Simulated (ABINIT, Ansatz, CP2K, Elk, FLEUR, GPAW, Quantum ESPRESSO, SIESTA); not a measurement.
KTlSe2 (I4/mcm, 8 atoms in the cell) computed with different codes at matched settings

Self-consistent single point, at a second geometry (lattice scaled by 0.98). First geometry:

```yaml
crystal:
  lattice:
    - [-4.06792, 4.06792, 3.56623]
    - [4.06792, -4.06792, 3.56623]
    - [4.06792, 4.06792, -3.56623]
  atoms:
    - { symbol: K, position: [0.25000, 0.25000, 0.00000] }
    - { symbol: K, position: [0.75000, 0.75000, 0.00000] }
    - { symbol: Tl, position: [0.75000, 0.25000, 0.50000] }
    - { symbol: Tl, position: [0.25000, 0.75000, 0.50000] }
    - { symbol: Se, position: [0.67640, 0.17640, 0.85280] }
    - { symbol: Se, position: [0.32360, 0.82360, 0.14720] }
    - { symbol: Se, position: [0.17640, 0.32360, 0.50000] }
    - { symbol: Se, position: [0.82360, 0.67640, 0.50000] }
```

Shared settings, as Ansatz (a program for electronic structure) writes them: kpoints.mp_grid.grid = 3 3 3; scf.occupations.method = fixed. Potentials and cutoffs stand in the table.

```tsv
code	model	ΔF from the first geometry (meV/atom)	pressure (GPa)	largest force (eV/Å)	gap on the mesh (eV)	cutoff
Quantum ESPRESSO	LDA (PZ), GBRV 1.5 ultrasoft (LDA) pseudopotentials	-14.1	-0.92	0.290	1.154	40 Ry
Ansatz	LDA (PW92), PAW files made with PBE	-14.6	-0.16	0.274	1.162	420 eV
GPAW	LDA (Perdew-Wang 92), GPAW PAW datasets LDA (gpaw-data 1.0.1)	-16.6	-0.35	0.221	1.168	600 eV
SIESTA	LDA PW92, numerical atomic orbitals DZP, PseudoDojo LDA standard norm-conserving potentials (rewritten from UPF to PSML)	-2.3	1.17	0.729	1.147	grid 350 Ry
Elk	LDA (PW92), all-electron FP-LAPW, Elk's shipped species files, default APW+lo basis	-13.1	–	–	1.161	default
ABINIT	LDA (PW92), norm-conserving pseudopotentials (PseudoDojo nc-sr-04 LDA standard)	-14.6	-0.15	0.278	1.157	1170 eV
CP2K	LDA (Pade form), GPW, DZVP-MOLOPT-SR-GTH basis, GTH-PADE potentials (GTH_POTENTIALS)	-8.8	0.47	0.403	1.170	grid 500 Ry
FLEUR	LDA (Perdew-Zunger), all-electron FLAPW (FLEUR), scalar-relativistic valence	-10.1	–	0.382	1.168	Kmax 4.2 1/bohr
```

For Quantum ESPRESSO (by 0.8 GPa) the energy change implies a higher mean pressure, against the two pressures, than for the other programs: a sign of finite-basis (Pulay) stress.

A dash marks a value that a program does not give, or that is left out as unsure.

Gaps are read on the mesh.

On Ansatz's run: spin-orbit coupling is off.

The spread over the programs that give each value: ΔF from the first geometry within 14.3 meV/atom; pressure within 2.09 GPa; largest force within 0.508 eV/Å; gap on the mesh within 0.023 eV.

SIESTA and CP2K use small atom-centred bases, whose incompleteness enters pressures, forces and empty levels differently from a plane-wave cutoff. Elk and FLEUR treat all electrons, but the usual bases taken here (sphere radii, linearisation, local orbitals, empty states) were not tested for convergence, so the values are no reference for the others. Ansatz's pressure is given at a fixed set of plane waves, as the other plane-wave codes print theirs. The same LDA comes in different parametrisations, which differ slightly. In the pressure, SIESTA (by 1.43) lies more than 1 GPa from the median of the plane-wave programs. In the force vectors, SIESTA (by 0.453), CP2K (by 0.127) and FLEUR (by 0.106) lie more than 0.08 eV/Å from the median of the plane-wave programs.

The starting cell comes from a database of computed structures (which also holds hypothetical and non-ambient phases and stackings), without a prior relaxation at this level. For this run, on top of that: lattice scaled by 0.98.

Keys are those of Ansatz 0.2.
